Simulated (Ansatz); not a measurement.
Consider InSb in the rock salt structure (space group Fm-3m, No. 225; a = 6.035 Å; a model cell, its experimental status unchecked).

Modification: cell and atoms relaxed at a pressure of 7.5 GPa.

Levels (all Ansatz, an electronic-structure program, PAW): PBEsol (420 eV, no spin-orbit coupling); r2SCAN (500 eV, scalar-relativistic without spin-orbit coupling).

The geometry is relaxed with PBEsol.

```
Item              Result
---------------  -------
PBEsol pressure  7.5 GPa
```

With r2SCAN at the same geometry, the pressure goes up by 2.3 GPa to 9.8 GPa.

Single points use the geometry relaxed with PBEsol. Their cutoffs differ, which shifts pressures a little. Load acts through the strain it causes; cell and atoms are relaxed under it. Whether these cells are dynamically stable was not tested. Competing high-pressure phases were not computed. The final runs are not spin-polarised. This is not the structure that InSb has at room temperature and ambient pressure.
